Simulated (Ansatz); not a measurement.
# TiB2: pressure series

The parent structure is TiB$_{2}$ (space group P6/mmm, No. 191; a = 3.0320 Å, c = 3.2244 Å).

Cell and atoms are relaxed at each pressure.

The values are results of Kohn–Sham DFT with the PBE functional, run in Ansatz (a program for electronic structure) with PAW and 420 eV plane waves, scalar-relativistic without spin-orbit coupling, not measurements.

| pressure (GPa) | volume per atom (Å³/atom) |
|---|---|
| -2 | 8.626 |
| -1 | ? |
| 0 | 8.557 |
| 0.9 | 8.526 |
| 2.1 | 8.487 |
| 4.5 | 8.410 |
| 9 | 8.274 |
| 15 | 8.108 |
| 30 | 7.751 |

Problem. Fit the third-order Birch–Murnaghan form P(V) = (3B₀/2)[(V₀/V)^(7/3) − (V₀/V)^(5/3)]·[1 + (3/4)(B₀′ − 4)((V₀/V)^(2/3) − 1)] (squares taken in P) to the rows shown and predict the withheld row.

Solution. Least squares on the printed values gives V₀ = 8.557 Å³/atom, B₀ = 251 GPa, B₀′ = 3.8; this predicts 8.591 Å³/atom, and the run gives 8.591 Å³/atom, in agreement.

Load acts through the strain it causes; cell and atoms are relaxed under it. Stability against distortions was not tested. Competing high-pressure phases were not computed. All final runs are without spin polarisation.
